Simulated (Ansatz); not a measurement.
What uniaxial strain ε_xx = +0.50 % does to SnS

Base system: SnS in the rock salt structure (space group Fm-3m, No. 225; a = 5.744 Å). Axes: x, y, z lie along the cube axes.

Perturbation: uniaxial strain ε_xx = +0.50 %, all other strain components held at zero, atoms relaxed at fixed cell.

The values are results of PBEsol (Ansatz, a program for electronic structure, PAW, spin-orbit coupling left out), not measurements. k-mesh 10×10×10 (Γ-centred); smearing 0.05 eV (Fermi–Dirac).

The volume per atom rises by 0.118 Å³, from 23.69 Å³ to 23.80 Å³ and the space group goes from Fm-3m (No. 225) to I4/mmm (No. 139). The shortest interatomic distance stays 2.872 Å and the energy stays essentially unchanged. The band gap stays essentially unchanged (0.30 eV against 0.29 eV) (uncertain: the edges found look like a band crossing or inverted bands; both cells) and the stress (xx, yy, zz, yz, xz, xy; compression positive) amounts to (-0.75, -0.07, -0.07, 0.00, 0.00, 0.00) GPa.

Final structure:

```
SnS
1.0
    0.00000     2.87186     2.87186
    2.88622     0.00000     2.87186
    2.88622     2.87186     0.00000
Sn S
1 1
Cartesian
  2.88622   2.87186   2.87186
  0.00000   0.00000   0.00000
```

Stability against distortions was not tested. The zero or small gap of SnS can change with the level of theory.
